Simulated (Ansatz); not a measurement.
Consider interstitial Li in silicon with all lengths changed by +1 %, charge state +1. The step: Li moves alone to another site; the atom moves 2.39 Å along (0.25, -0.25, -0.25) of the unit cell; the moving atom starts with neighbours 4 Si at 2.47, 6 Si at 2.78 Å and ends with 4 Si at 2.47, 6 Si at 2.78 Å. DFT values are from Ansatz (plane-wave PAW, 420 eV unless said) in a cell of 64 host sites, spin-restricted, static, with no finite-size correction. The charge state is imposed; whether it is stable for some Fermi level was not computed. Sites that were not tried may lie lower. For the PBE band: the saddle point's order was not checked, and it lies on a symmetry element of the cell, where a band can be held.

```
Level                                                              Forward barrier (eV)  Cost of the band or of the saddle's single point
-----------------------------------------------------------------  --------------------  ------------------------------------------------
CHGNet universal potential (has no charge state), its own band                     0.19                                                 -
PBE, a 2×2×2 k-point mesh shifted by half a step, band relaxed                     0.55            about 30 core-minutes (a rough figure)
PBE, a 3×3×3 k-point mesh shifted by half a step, same geometries                  0.55                     around 6 core-minutes (rough)
```

Ansatz is an electronic-structure program.
